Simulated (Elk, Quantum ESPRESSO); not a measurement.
# Equation of state of fcc Ag (space group 225): energy against volume (Elk, LDA)

```xyz
1
Lattice="0.0000 1.9655 1.9655 1.9655 0.0000 1.9655 1.9655 1.9655 0.0000" Properties=species:S:1:pos:R:3 pbc="T T T"
Ag     0.0000     0.0000     0.0000
```

Method: Elk 10.2.4 with LDA (PW92), all-electron FP-LAPW, Elk's shipped species files, APW+lo basis with extra local orbitals. Settings: xctype = 3; rgkmax = 9.12; stype = 3; swidth = 0.00183747 Ha; ngridk = 25 25 25; gmaxvr = 16 1/bohr; nxlo = 2; lorbcnd = true; rmtscf = 0.95; lmaxi = 3; sphere radii = {Ag: 2.47} bohr. The cell above is the first row's. The rows scale it uniformly. In all rows the k mesh is held. E is the free energy at the stated smearing, counted from the lowest row.

| V (Å^3/atom) | E (meV/atom) |
|---|---|
| 15.185 | 16.33 |
| 15.515 | 4.69 |
| 15.846 | 0.00 |
| 16.176 | 1.39 |
| 16.506 | 8.11 |
| 16.836 | 19.09 |
| 17.166 | 34.38 |
| 17.496 | 53.04 |
| 17.826 | ? |

Taking the third-order Birch-Murnaghan form, a cubic in V^(-2/3) for E over the 8 complete rows: With u = V^(-2/3) - 0.155, the rows have u = 0.008076, 0.005755, 0.003509, 0.001346, -0.000745, -0.002767, -0.004725, -0.006620. Least squares gives E = 5.055 - 3518.70·u + 583425·u² + 3082748·u³. Residuals (row less fit): 0.016, -0.026, -0.025, 0.007, 0.111, -0.103, -0.001, 0.017; standard error 0.079 (degrees of freedom: 4). Its minimum lies at u = 0.002947, so V0 = (0.157947)^(-3/2) = 15.93. There d²E/du² = 1221000 and d³E/du³ = 1.850e7, so B0 = (4/9) × 15.93^(-7/3) × 1221000 × 0.160218 = 136 GPa (the last factor turns the table's units into GPa), and B0' = 4 + (2/3) × 0.157947 × (1.850e7)/1221000 = 5.6.

**Question.** Predict the withheld E at V = 17.826 from the fit, and compare with the calculation.

**Answer.** u = -0.008457, so E = 5.055 - 3518.70 × (-0.008457) + 583425 × (-0.008457)² + 3082748 × (-0.008457)³ = 74.675 meV/atom. The calculation gives 74.61 meV/atom, 0.065 meV/atom below the prediction (0.1 % of the range of E in the table). The row lies outside the fitted rows, so this is an extrapolation. From the scatter of the fitted rows alone, a prediction at this place has a standard error of 0.190 meV/atom, so the miss is 0.3 times that.

Carrying the step between the two nearest rows on in a straight line would have given 71.70, off by 2.91; series whose last step already gives the withheld value aren't shown. The scan was laid around a cell of about the measured size, scaled by a guess for this functional. A plane-wave scan with the same functional (Quantum ESPRESSO, GBRV) gives V0 = 16.06 Å^3/atom and B0 = 139 GPa; a Birch-Murnaghan fit to all rows here lies -0.8 % from it in V0 and -2 % in B0; the two differ in basis, and may differ in potentials and mesh. Values depend on the basis (sphere radii, cutoffs, local orbitals), which need not be converged. Sphere radii are the same in all rows. Cutoffs and mesh are single choices, not tested for convergence of this quantity. Series with a scatter that would blur these digits, or in which a gap closes, are not shown. Nor are scans whose minimum lies at an end fitted in this form.
